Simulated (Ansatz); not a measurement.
## LaReN3: isotropic strain +3.75 %

Start from LaReN3 in the cubic perovskite structure (space group Pm-3m, No. 221; a = 3.922 Å; a cell from a computed database, its experimental status unchecked).

The change: every lattice vector is stretched by 3.75 %, atoms relaxed at fixed cell.

The values are results of PBEsol (Ansatz, a quantum-chemistry and plane-wave program, PAW, without spin-orbit coupling), not measurements. k-mesh 12×12×12 (Γ-centred); smearing 0.05 eV (Fermi–Dirac).

The volume per atom grows by 1.41 Å³, from 12.06 Å³ to 13.47 Å³ and the shortest interatomic distance increases by 0.0735 Å, from 1.961 Å to 2.034 Å. The energy increases by 115 meV/atom and the pressure goes from zero to -23.7 GPa. The band gap stays zero.

Final structure:

```
CELL_PARAMETERS angstrom
      4.06897     0.00000     0.00000
      0.00000     4.06897     0.00000
      0.00000     0.00000     4.06897
ATOMIC_POSITIONS crystal
  La 0.00000 0.00000 0.00000
  Re 0.50000 0.50000 0.50000
  N  0.00000 0.50000 0.50000
  N  0.50000 0.00000 0.50000
  N  0.50000 0.50000 0.00000
```

Whether these cells are dynamically stable was not tested. All final runs are without spin polarisation. An odd electron count without spin: LaReN3. Many cubic perovskites are stable only at high temperature; tilts and polar distortions were not tested.
